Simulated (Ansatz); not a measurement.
The starting structures come from a database of crystals and need not be the phases stable at ambient conditions.

By PBEsol, the system below comes out a metal.

```yaml
crystal:
  lattice:
    - [2.96027, 0.00000, 0.00000]
    - [-1.48013, 2.56366, 0.00000]
    - [1.48013, 0.85455, 2.36965]
  atoms:
    - { symbol: Ag, position: [0.00000, 0.00000, 0.00000] }
```

The cell is strained (lengths across the current scaled by 1.02, ions clamped); by PBEsol it stands under a pressure of -7.3 GPa.

The current flows along the normal of the first two printed cell vectors, the (111) (indices of the unstrained crystal) plane of the conventional cell. No spin-orbit coupling; the value is a mean over 0.1 eV about the Fermi level.

State the ballistic conductance per area according to PBEsol run with Ansatz (a first-principles code).

0.86 × 10¹⁵ S/m² for both spins.
